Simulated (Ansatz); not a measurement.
Consider BaTiO$_{3}$ (space group P4mm, No. 99).

BaTiO$_{3}$ is modelled in the tetragonal space group P4mm (No. 99), Pearson symbol tP5. Conventional cell: a = b = 3.9851 Å, c = 4.2043 Å, α = β = γ = 90.00°. Ti on 1b has 1 O at 1.811 Å and 4 O at 2.003 Å and 1 O at 2.393 Å (octahedral). Ba on 1a is surrounded by 8 O at 2.802–2.826 Å and 4 O at 2.993 Å. O1 on 1b is coordinated by 1 Ti at 1.811 Å and 1 Ti at 2.393 Å and 4 Ba at 2.826 Å (octahedral). O2 on 2c is surrounded by 2 Ti at 2.003 Å and 2 Ba at 2.802 Å and 2 Ba at 2.993 Å (octahedral). (Neighbours: up to the widest gap in distance over summed covalent radii, below 1.35, at either atom; cation-cation and far metal-metal contacts left out.)

Level of theory: Ansatz (a quantum-chemistry and plane-wave program) PBE, no spin-orbit coupling, earlier PAW set.

Before the change:

* **Band gap**: 1.85 eV

Modification: every lattice vector is shortened by 3.56 %; the atoms relax in the strained cell.

Question: What does the calculation give for the largest internal atomic displacement, band gap and energy relative to the base after the change?

Answer: The largest internal atomic displacement is 0.066 Å; the band gap grows by 0.14 eV to 1.99 eV; the energy grows by 69 meV/atom.

Stability against distortions was not tested. All final runs are without spin polarisation.
